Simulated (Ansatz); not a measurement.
The decay constant κ of evanescent states in the gap governs leakage through a thin film.

Here is the system:

```
CELL_PARAMETERS angstrom
      4.34609     0.00000     0.00000
      0.00000     7.08984     0.00000
      2.17305     0.00000     3.76382
ATOMIC_POSITIONS crystal
  Cd 0.66667 0.50005 0.66667
  Cd 0.33333 0.00005 0.33333
  Se 0.66667 0.12409 0.66667
  Se 0.33333 0.62409 0.33333
```

Space group of this cell: P6_3mc, wurtzite. The cell is taken as given.

Transport runs along the normal of the first two printed cell vectors, the (100) plane of the conventional cell.

The gap is the functional's own, uncorrected, and κ follows it; spin-orbit coupling is left out. Mid-gap values are interpolated between the computed energies.

Question: Predict the band gap and the smallest decay constant κ at mid-gap from Ansatz (a quantum-chemistry and plane-wave program) with r2SCAN.

Answer: Gap 1.09 eV on a 8×4×8 mesh; κ = 0.083 1/Å, at the zone centre.
